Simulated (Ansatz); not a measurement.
## LiF (model structure, F-43m, No. 216, 2 atoms in the cell)

Calculation: LDA (plane waves, PAW; Ansatz, a first-principles code).

Numerical settings: plane-wave cutoff 520 eV, 14×14×14 k mesh, Fermi–Dirac smearing 0.01 eV, scalar-relativistic PAW data made under PBE.

Cell (relaxed at this level):

```
CELL_PARAMETERS angstrom
      0.00000     2.10190     2.10190
      2.10190     0.00000     2.10190
      2.10190     2.10190     0.00000
ATOMIC_POSITIONS crystal
  Li 0.00000 0.00000 0.00000
  F  0.25000 0.25000 0.25000
```

```
Item                Result
--------  ----------------
band gap  7.96 eV (direct)
```

Note: the relaxation could raise the start's symmetry but not lower it, so the cell can be a saddle point.

Static lattice: no zero-point or thermal effects.

A model structure was made by putting elements into a prototype or built by hand; it is no filed structure, need not be a known phase, and can be a saddle point held by its symmetry.
